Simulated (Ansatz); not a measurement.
Consider the formation energy of the neutral V_O in ZnO (wurtzite, P6₃mc). Reaction: 54 ZnO (wurtzite) → cell A + 1/2 O2 (gas).

Cell A: a supercell of 108 sites of ZnO (wurtzite, P6₃mc) with one empty O site amid 4 Zn; spin state with PBE: run without spin, k-point mesh 3×3×2.
```yaml
crystal:
  lattice:
    - [9.83817, 0.00000, 0.00000]
    - [-4.91908, 8.52010, 0.00000]
    - [0.00000, 0.00000, 15.87973]
  atoms:
    - { symbol: Zn, position: [0.22221, 0.11109, 0.16694] }
    - { symbol: Zn, position: [0.11123, 0.22250, 0.00070] }
    - { symbol: O, position: [0.22225, 0.11117, 0.29349] }
    - { symbol: O, position: [0.11166, 0.22339, 0.12745] }
    - { symbol: Zn, position: [0.22256, 0.11179, 0.50021] }
    - { symbol: Zn, position: [0.11165, 0.22261, 0.33390] }
    - { symbol: O, position: [0.22218, 0.11102, 0.62633] }
    - { symbol: O, position: [0.11400, 0.22639, 0.46044] }
    - { symbol: Zn, position: [0.22254, 0.11175, 0.83304] }
    - { symbol: Zn, position: [0.11185, 0.22372, 0.66537] }
    - { symbol: O, position: [0.22248, 0.11163, 0.95979] }
    - { symbol: O, position: [0.11133, 0.22275, 0.79209] }
    - { symbol: Zn, position: [0.22427, 0.44547, 0.16913] }
    - { symbol: Zn, position: [0.11123, 0.55540, 0.00070] }
    - { symbol: O, position: [0.22717, 0.44692, 0.29625] }
    - { symbol: O, position: [0.11166, 0.55494, 0.12745] }
    - { symbol: Zn, position: [0.23981, 0.45324, 0.49611] }
    - { symbol: Zn, position: [0.11165, 0.55571, 0.33390] }
    - { symbol: O, position: [0.22473, 0.44570, 0.62306] }
    - { symbol: O, position: [0.11400, 0.55428, 0.46044] }
    - { symbol: Zn, position: [0.22186, 0.44426, 0.83354] }
    - { symbol: Zn, position: [0.11185, 0.55479, 0.66537] }
    - { symbol: O, position: [0.22222, 0.44445, 0.95986] }
    - { symbol: O, position: [0.11133, 0.55524, 0.79209] }
    - { symbol: Zn, position: [0.22221, 0.77779, 0.16694] }
    - { symbol: Zn, position: [0.11111, 0.88889, 0.99965] }
    - { symbol: O, position: [0.22225, 0.77775, 0.29349] }
    - { symbol: O, position: [0.11111, 0.88889, 0.12638] }
    - { symbol: Zn, position: [0.22256, 0.77744, 0.50021] }
    - { symbol: Zn, position: [0.11111, 0.88889, 0.33354] }
    - { symbol: O, position: [0.22218, 0.77782, 0.62633] }
    - { symbol: O, position: [0.11111, 0.88889, 0.46000] }
    - { symbol: Zn, position: [0.22254, 0.77746, 0.83304] }
    - { symbol: Zn, position: [0.11111, 0.88889, 0.66696] }
    - { symbol: O, position: [0.22248, 0.77752, 0.95979] }
    - { symbol: O, position: [0.11111, 0.88889, 0.79337] }
    - { symbol: Zn, position: [0.55554, 0.11111, 0.16703] }
    - { symbol: Zn, position: [0.44460, 0.22250, 0.00070] }
    - { symbol: O, position: [0.55510, 0.11088, 0.29375] }
    - { symbol: O, position: [0.44506, 0.22339, 0.12745] }
    - { symbol: Zn, position: [0.55547, 0.11107, 0.49977] }
    - { symbol: Zn, position: [0.44429, 0.22261, 0.33390] }
    - { symbol: O, position: [0.55553, 0.11110, 0.62599] }
    - { symbol: O, position: [0.44572, 0.22639, 0.46044] }
    - { symbol: Zn, position: [0.55507, 0.11087, 0.83305] }
    - { symbol: Zn, position: [0.44521, 0.22372, 0.66537] }
    - { symbol: O, position: [0.55515, 0.11091, 0.95980] }
    - { symbol: O, position: [0.44476, 0.22275, 0.79209] }
    - { symbol: Zn, position: [0.55453, 0.44547, 0.16913] }
    - { symbol: Zn, position: [0.44444, 0.55556, 0.00040] }
    - { symbol: O, position: [0.55308, 0.44692, 0.29625] }
    - { symbol: O, position: [0.44444, 0.55556, 0.12673] }
    - { symbol: Zn, position: [0.54676, 0.45324, 0.49611] }
    - { symbol: Zn, position: [0.44444, 0.55556, 0.34778] }
    - { symbol: O, position: [0.55430, 0.44570, 0.62306] }
    - { symbol: Zn, position: [0.55574, 0.44426, 0.83354] }
    - { symbol: Zn, position: [0.44444, 0.55556, 0.66726] }
    - { symbol: O, position: [0.55555, 0.44445, 0.95986] }
    - { symbol: O, position: [0.44444, 0.55556, 0.79297] }
    - { symbol: Zn, position: [0.55453, 0.77573, 0.16913] }
    - { symbol: Zn, position: [0.44460, 0.88877, 0.00070] }
    - { symbol: O, position: [0.55308, 0.77283, 0.29625] }
    - { symbol: O, position: [0.44506, 0.88834, 0.12745] }
    - { symbol: Zn, position: [0.54676, 0.76019, 0.49611] }
    - { symbol: Zn, position: [0.44429, 0.88835, 0.33390] }
    - { symbol: O, position: [0.55430, 0.77527, 0.62306] }
    - { symbol: O, position: [0.44572, 0.88600, 0.46044] }
    - { symbol: Zn, position: [0.55574, 0.77814, 0.83354] }
    - { symbol: Zn, position: [0.44521, 0.88815, 0.66537] }
    - { symbol: O, position: [0.55555, 0.77778, 0.95986] }
    - { symbol: O, position: [0.44476, 0.88867, 0.79209] }
    - { symbol: Zn, position: [0.88889, 0.11111, 0.16703] }
    - { symbol: Zn, position: [0.77778, 0.22222, 0.99991] }
    - { symbol: O, position: [0.88912, 0.11088, 0.29375] }
    - { symbol: O, position: [0.77778, 0.22222, 0.12665] }
    - { symbol: Zn, position: [0.88893, 0.11107, 0.49977] }
    - { symbol: Zn, position: [0.77778, 0.22222, 0.33352] }
    - { symbol: O, position: [0.88890, 0.11110, 0.62599] }
    - { symbol: O, position: [0.77778, 0.22222, 0.45963] }
    - { symbol: Zn, position: [0.88913, 0.11087, 0.83305] }
    - { symbol: Zn, position: [0.77778, 0.22222, 0.66672] }
    - { symbol: O, position: [0.88909, 0.11091, 0.95980] }
    - { symbol: O, position: [0.77778, 0.22222, 0.79311] }
    - { symbol: Zn, position: [0.88889, 0.44446, 0.16703] }
    - { symbol: Zn, position: [0.77750, 0.55540, 0.00070] }
    - { symbol: O, position: [0.88912, 0.44490, 0.29375] }
    - { symbol: O, position: [0.77661, 0.55494, 0.12745] }
    - { symbol: Zn, position: [0.88893, 0.44453, 0.49977] }
    - { symbol: Zn, position: [0.77739, 0.55571, 0.33390] }
    - { symbol: O, position: [0.88890, 0.44447, 0.62599] }
    - { symbol: O, position: [0.77361, 0.55428, 0.46044] }
    - { symbol: Zn, position: [0.88913, 0.44493, 0.83305] }
    - { symbol: Zn, position: [0.77628, 0.55479, 0.66537] }
    - { symbol: O, position: [0.88909, 0.44485, 0.95980] }
    - { symbol: O, position: [0.77725, 0.55524, 0.79209] }
    - { symbol: Zn, position: [0.88891, 0.77779, 0.16694] }
    - { symbol: Zn, position: [0.77750, 0.88877, 0.00070] }
    - { symbol: O, position: [0.88883, 0.77775, 0.29349] }
    - { symbol: O, position: [0.77661, 0.88834, 0.12745] }
    - { symbol: Zn, position: [0.88821, 0.77744, 0.50021] }
    - { symbol: Zn, position: [0.77739, 0.88835, 0.33390] }
    - { symbol: O, position: [0.88898, 0.77782, 0.62633] }
    - { symbol: O, position: [0.77361, 0.88600, 0.46044] }
    - { symbol: Zn, position: [0.88825, 0.77746, 0.83304] }
    - { symbol: Zn, position: [0.77628, 0.88815, 0.66537] }
    - { symbol: O, position: [0.88837, 0.77752, 0.95979] }
    - { symbol: O, position: [0.77725, 0.88867, 0.79209] }
```

Reference: ZnO (wurtzite, P6₃mc), 108 atoms in the cell, the relaxed perfect crystal repeated, atoms not moved again, k-point mesh 3×3×2 on the run's own vectors.

Reference: an isolated O2 molecule (triplet) in a box of 11 × 11 × 13 Å.

Computed with Ansatz (plane waves, PAW), its default PAW set, cutoff 420 eV. The structures are at rest with PBE, within the held lattices; other levels are single points on them. HSE06 runs on coarser k-point meshes, mended by the PBE difference between the two meshes. Neutral cells; Fermi-Dirac smearing of at most 0.05 eV in the solids, energies taken to zero width. The lattices are those relaxed with PBE, so at other levels the solids can be strained, which adds to the spread. Larger cells are relaxed from a start prepared with the learned potential CHGNet, on a coarser mesh till forces fall under 0.03 eV/Å, which some starts already meet. A dispersion term (D3(BJ), or D4 for r2SCAN) was computed beside these levels and is taken off wherever the name lacks it. The PAW files were made for PBE and serve at the other functionals too. Space groups of crystals are read within 0.01 Å. Nuclei at rest; no vibrational terms. No structure search was made; lower ones may exist. No correction for cell size. Mesh and cell size may move defect energies by 0.1 eV or more. The value holds for the reservoirs listed; other chemical potentials shift it. Cell A has symmetry P3m1 within 0.02 Å and got no random move, so less symmetric positions, which may lie lower, weren't tried.

Q: What value does HSE06 give?

A: 4.29 eV, for 54 ZnO (wurtzite) → cell A + 1/2 O2 (gas).

Q: List the value at the remaining levels and say how far they part.

A: 
| Level | value (eV) | less HSE06 |
|---|---|---|
| PBE | 3.68 | -0.61 |

The levels shown span 0.61 eV, from PBE (3.68) to HSE06 (4.29).

Ansatz is an electronic-structure program.
